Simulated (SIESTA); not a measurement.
A user runs SIESTA on Rb2CrCl4 (C2/m, 7 atoms in the cell) and asks whether the run is sound. The aim is a self-consistent single point with DFT, GGA PBEsol, numerical atomic orbitals DZP, PseudoDojo PBEsol standard norm-conserving potentials (rewritten from UPF to PSML).

The input file:

```
# files in the folder: Rb.psml Cr.psml Cl.psml (PseudoDojo PBEsol standard)
SystemName  Rb2CrCl4
SystemLabel rb2crcl4

NumberOfAtoms                7
NumberOfSpecies              3
%block ChemicalSpeciesLabel
  1 37 Rb
  2 24 Cr
  3 17 Cl
%endblock ChemicalSpeciesLabel
LatticeConstant              1.0 Bohr
%block LatticeVectors
     6.868219049   -6.867342216    0.000000000
     6.868219049    6.867342216    0.000000000
    -6.607236532    0.000000000   15.383865428
%endblock LatticeVectors
AtomicCoordinatesFormat      Ang
%block AtomicCoordinatesAndAtomicSpecies
     0.137245277    0.000000000    5.859822770  1
     3.635365723    0.000000000    2.280968230  1
     0.000000000    0.000000000    0.000000000  2
     1.817252500   -1.817020500    0.000000000  3
     1.817252500    1.817020500    0.000000000  3
    -0.009045839    0.000000000    2.496129336  3
     3.781656839    0.000000000    5.644661664  3
%endblock AtomicCoordinatesAndAtomicSpecies

XC.functional                GGA
XC.authors                   PBEsol
PAO.BasisSize                DZP
PAO.EnergyShift              0.01 Ry
MeshCutoff                   300 Ry
%block kgrid.MonkhorstPack
    7   0   0  0.5
    0   7   0  0.5
    0   0   4  0.5
%endblock kgrid.MonkhorstPack
OccupationFunction           FD
ElectronicTemperature        0.1 eV
NetCharge                    1.0
Spin                         polarized
%block DM.InitSpin
  1 +0.00
  2 +0.00
  3 +3.00
  4 +0.00
  5 +0.00
  6 +0.00
  7 +0.00
%endblock DM.InitSpin

MaxSCFIterations             150
SCF.Mixer.Method             Broyden
SCF.Mixer.Weight             0.1
SCF.Mixer.History            8
SCF.DM.Tolerance             1.0E-04
Diag.ParallelOverK           true
WriteForces                  true
Charge.Mulliken              end
```

Log, with long lists cut:

```
reinit: Reading from file input.fdf

reinit: System Name: Rb2CrCl4
reinit: System Label: rb2crcl4

NOTE on units for spin output:
{S} is the spin magnetic moment, in units of the Bohr magneton,
assuming a g-factor for the electron spin of exactly 2.
   [... lines left out ...]
diag: Orthogonalization factor                      =  0.100E-05
diag: Memory factor                                 =  1.0000

superc: Internal auxiliary supercell:     5 x     5 x     3  =      75
superc: Number of atoms, orbitals, and projectors:    525   6675   9450

                        Single-point calculation

superc: Internal auxiliary supercell:     5 x     5 x     3  =      75
superc: Number of atoms, orbitals, and projectors:    525   6675   9450

outcell: Unit cell vectors (Ang):
        3.634505   -3.634041    0.000000
        3.634505    3.634041    0.000000
       -3.496399    0.000000    8.140791

outcell: Cell vector modules (Ang)   :    5.139638    5.139638    8.859869
outcell: Cell angles (23,13,12) (deg):    106.2044    106.2044     89.9927
outcell: Cell volume (Ang**3)        :    215.0462
new_DM -- step:     1
Initializing Density Matrix...

Attempting to read DM from file... Failed...
DM filled with atomic data (user-defined):
Note: For starting DM, Qtot, Tr[D*S] =         59.00000000         60.00000000

InitMesh: MESH = 54 x 54 x 90 = 262440
InitMesh: Mesh cutoff (required, used) =   300.000   333.223 Ry

stepf: Fermi-Dirac step function
        iscf     Eharris(eV)        E_KS(eV)     FreeEng(eV)     dDmax    Ef(eV) dHmax(eV)
   scf:    1    -5650.728590    -5657.648898    -5657.775311  0.529093 -2.363854 27.005200
     spin moment: {S} , |S| = {        0.0        0.0    2.99992 }     2.99992
   scf:    2    -4233.474778    -5224.944278    -5225.153531  0.964808 -6.032084141.331034
     spin moment: {S} , |S| = {        0.0        0.0    0.15961 }     0.15961
   scf:    3    -5628.512303    -5668.792832    -5668.914230  0.857228 -5.157913 12.557890
   [... lines left out ...]
     spin moment: {S} , |S| = {        0.0        0.0    3.02776 }     3.02776
   scf:   24    -5672.182932    -5672.182940    -5672.321171  0.000022 -6.642831  0.001205
     spin moment: {S} , |S| = {        0.0        0.0    3.02774 }     3.02774
   scf:   25    -5672.182929    -5672.182935    -5672.321171  0.000015 -6.642813  0.001003
     spin moment: {S} , |S| = {        0.0        0.0    3.02773 }     3.02773
   scf:   26    -5672.182931    -5672.182933    -5672.321171  0.000008 -6.642806  0.000840
     spin moment: {S} , |S| = {        0.0        0.0    3.02772 }     3.02772
SCF Convergence by DM+H criterion
max |DM_out - DM_in|         :     0.0000076321
max |H_out - H_in|      (eV) :     0.0008398393
SCF cycle converged after 26 iterations

Using DM_out to compute the final energy and forces

siesta: E_KS(eV) =            -5672.1829

siesta: E_KS - E_eggbox =     -5672.1829

siesta: Atomic forces (eV/Ang):
     1   -0.009492    0.000000   -0.106301
     2    0.009492   -0.000000    0.106301
     3   -0.000000   -0.000000    0.000000
     4    0.000000   -0.000000   -0.000000
     5    0.000000    0.000000   -0.000000
     6    0.015104   -0.000000   -1.464467
     7   -0.015104    0.000000    1.464467
   Tot    0.000000    0.000000   -0.000000
   Max    1.464467
   Res    0.453167    sqrt( Sum f_i^2 / 3N )
   [... lines left out ...]
siesta: FreeEng =     -5672.321171
siesta: Cell volume =        215.046161 Ang**3
siesta:         -45.46395596        -55.91047938  kBar
   [... lines left out ...]
     1     0.339915    8.660085   -0.007333  Rb
     2     0.339915    8.660085   -0.007333  Rb
     3     0.007025   13.992975    3.464291  Cr
     4     0.086952    6.913048   -0.079144  Cl
     5     0.086952    6.913048   -0.079144  Cl
     6     0.069621    6.930379   -0.131809  Cl
     7     0.069621    6.930379   -0.131809  Cl
 Total     1.000000                3.027721
```

**Question.** Is anything amiss in this input, and did it matter?

**Answer.** The run is not sound. The fault is an unintended net charge. A charged periodic cell changes the electron count and is neutralised by a uniform background, so energy, forces and pressure belong to another system. To fix it, remove the charge. The run converged in 26 iterations without an error; against the sound input the pressure goes from -3.20 to -4.55 GPa, the largest force goes from 0.348 to 1.465 eV/Å and the size of the net moment goes from 0.57 to 0.43 μB/atom. The full log also holds: “madelung: WARNING: Charged system, but not an atom or molecule.” and “madelung: WARNING: Energy correction terms can not be applied.”.

An input that runs soundly differs in these lines (not the only fix; some lines may just follow from the change or write a value another way):
```diff
-NetCharge                    1.0
```

With that input, the run converged in 17 iterations: free energy E − TS -5677.9074 eV; Fermi level (on the code's own zero) -4.12 eV; pressure -3.20 GPa; largest force (vector length) 0.348 eV/Å; size of the cell's spin moment 4.00 μB (DFT, GGA PBEsol, numerical atomic orbitals DZP, PseudoDojo PBEsol standard norm-conserving potentials (rewritten from UPF to PSML)).

On the sound input: the starting cell comes from a database of computed structures (which also holds hypothetical and non-ambient phases and stackings), without a prior relaxation at this level. Its lattice was rescaled by a random factor within 2.5 % of one. With one magnetic atom in the cell only a parallel order is possible. Values carry the incompleteness of an atom-centred basis. With a pressure of about -3 GPa the cell is away from its equilibrium volume at this level.
